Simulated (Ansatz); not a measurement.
# A self-consistent single point of ScAl (Pm-3m, 2 atoms in the cell) with Ansatz

Method: LDA (PW92), default PAW files made with PBE (plane waves; Ansatz, a first-principles code).

Input as run:

Ansatz 0.2 input:
```yaml
crystal:
  lattice:
    - [3.380461, 0.000000, 0.000000]
    - [0.000000, 3.380461, 0.000000]
    - [0.000000, 0.000000, 3.380461]
  atoms:
    - { symbol: Sc, position: [0.500000, 0.500000, 0.500000] }
    - { symbol: Al, position: [0.000000, 0.000000, 0.000000] }
basis:
  ecutwfc: 30.9 Ry
kpoints:
  mp_grid: { grid: [10, 10, 10] }
hamiltonian:
  xc: lda
  pseudopotentials: { kind: paw }
scf:
  occupations: { method: fermi_dirac, width: 0.0073 Ry }
output:
  forces: true
  eigenvalues: true
  stress: true
```

Output, abridged:

```
WARN ansatz: RAYON_NUM_THREADS=1 ignored (pool sized by the plan → 1); use --threads N
Pseudopotentials: kind: paw
Pseudopotential: Sc, paw, valence charge 11
Pseudopotential: Al, paw, valence charge 3
Crystal: 2 atoms, lattice volume = 38.630 Å³
Basis set: ecut = 420.4159175005146 eV, 739 PW (Γ)
Bands: 11, of which v1, the nominal top of the filled ones, is band 7 counted from 1 (6 counted from 0)
Symmetry: 48 space group operations
Space group: Pm-3m (ITA 221), of the structure as read, at distance tolerance 3.4e-5 Å
k-points: 56 of 1000
PAW frozen core: Sc, regenerated for the run's functional, and the local potential with it
PAW frozen core: Al, regenerated for the run's functional, and the local potential with it
Initial density: superposition of atomic densities (neutral atoms: chi_scale 0, normalization atom), corrected by the library's trained network
Initial wavefunctions: pseudopotential atomic-orbital guess
Eigensolver: davidson
Functional: x = slater, c = lda
SCF iter   1: F=—  HF=-2602.846689 eV  |F-HF|=—  |Δ(HF+E_count)|=         —  Δρ=4.03e-3  dr2=7.42e-3  ethr=1.77e-3  ⟨swp⟩=5.0  Hψ=3279  notcnv=0
all-band conjugate gradients solve this SCF's bands
preconditioner: auto → none
SCF iter   2: F=—  HF=-2602.845469 eV  |F-HF|=—  |Δ(HF+E_count)|=   1.22e-3  Δρ=2.47e-3  dr2=2.40e-3  ethr=5.30e-5  ⟨swp⟩=1.0  Hψ=1064  notcnv=0
SCF iter   3: F=—  HF=-2602.845122 eV  |F-HF|=—  |Δ(HF+E_count)|=   3.46e-4  Δρ=6.51e-4  dr2=2.70e-4  ethr=1.72e-5  ⟨swp⟩=1.9  Hψ=767  notcnv=0
SCF iter   4: F=—  HF=-2602.845047 eV  |F-HF|=—  |Δ(HF+E_count)|=   7.54e-5  Δρ=1.50e-4  dr2=7.55e-6  ethr=1.93e-6  ⟨swp⟩=2.7  Hψ=1030  notcnv=0
SCF iter   5: F=—  HF=-2602.845048 eV  |F-HF|=—  |Δ(HF+E_count)|=   8.43e-7  Δρ=1.18e-5  dr2=3.58e-8  ethr=5.39e-8  ⟨swp⟩=2.3  Hψ=853  notcnv=0
SCF iter   6: F=-2602.845048 eV  HF=-2602.845048 eV  |F-HF|=3.76e-10  |Δ(HF+E_count)|=   2.84e-8  Δρ=2.17e-6  dr2=1.20e-9  ethr=2.56e-10  ⟨swp⟩=1.8  Hψ=1887  notcnv=0
SCF 1 converged in 6 iterations: F = -2602.845048 eV  dr2 = 1.20e-9
SCF converged after 6 iterations
Free energy (F): -2602.845048 eV
Harris-Foulkes:  -2602.845048 eV  (|F-HF|=3.76e-10)
Internal energy: -2602.814283 eV  (E = F + TS)
E sigma→0 (E₀):  -2602.829665 eV
Entropy (-TS):   -0.030765 eV (-15.383 meV/atom)
Fermi energy:    9.254450 eV
--- Per-component energies (eV) ---
  E_band       = -153.921810
  E_kinetic    = 284.164356
  E_local      = -925.105982  (includes V_loc(G=0)·N_el)
  E_nonlocal   = 97.855949
  E_hartree    = 334.391402
  E_xc         = -142.644661
  E_vxc        = -158.098462  (∫ρ·V_xc dr)
  E_paw        = -1353.521931  (= ΣΔE_a)
  E_vpaw       = -121.521460  (= ΣTr[D̂ρ^β])
  E_aug_tail   = 0.000006  (compensation charges beyond the density's cutoff)
  E_ewald      = -898.314061
  E_core_change = 0.360639  (= ΣΔE_core)
  E_smearing   = -0.030765  (= −TS)
  E_closure    = 0.000000  (closes the sum)
  Σ components = -2602.845048   (vs F -2602.845048, Δ=0.00e0)
--- Forces (eV/Å), atoms counted from 1 ---
  atom   1  Sc     0.00000000    -0.00000000    -0.00000000
  atom   2  Al    -0.00000000     0.00000000    -0.00000000
  max |Σ_I F_I| component: 1.79e-29 eV/Å
--- Stress (GPa, compression-positive) ---
       -4.908713       0.000000       0.000000
       -0.000000      -4.908713       0.000000
        0.000000       0.000000      -4.908713
  P = ⅓ Tr σ = -4.9087 GPa (-49.087 kbar)
  The stress holds the Pulay correction. Without it, at fixed plane waves, as pw.x and ABINIT print it: P = -4.9381 GPa
--- Band table (eV; the first three rows and the last of 56) ---
  k-point 0: bands = ["-39.7105", "-18.5727", "-18.5727", "-18.5727", "0.8881", "8.6045", "8.6045", "11.8840", "11.8840", "11.8840", "12.9503"]
  k-point 1: bands = ["-39.7091", "-18.5900", "-18.5712", "-18.5712", "1.0293", "8.4623", "8.6745", "11.4741", "11.4741", "11.9047", "12.5606"]
  k-point 2: bands = ["-39.7054", "-18.6350", "-18.5672", "-18.5672", "1.4446", "7.8786", "8.8702", "10.8835", "10.8835", "11.9598", "12.1586"]
  k-point 55: bands = ["-39.6674", "-18.7018", "-18.7018", "-18.7018", "6.7600", "6.7600", "6.7600", "8.6767", "12.1964", "12.1964", "12.1964"]
```

The run converged in 6 iterations.

The starting cell comes from a database of computed structures (which also holds hypothetical and non-ambient phases and stackings), without a prior relaxation at this level. Its lattice was rescaled by up to half a per cent. With a pressure of about -5 GPa the cell is away from its equilibrium volume at this level. Ansatz's pressure includes its estimate of the finite-basis (Pulay) stress.
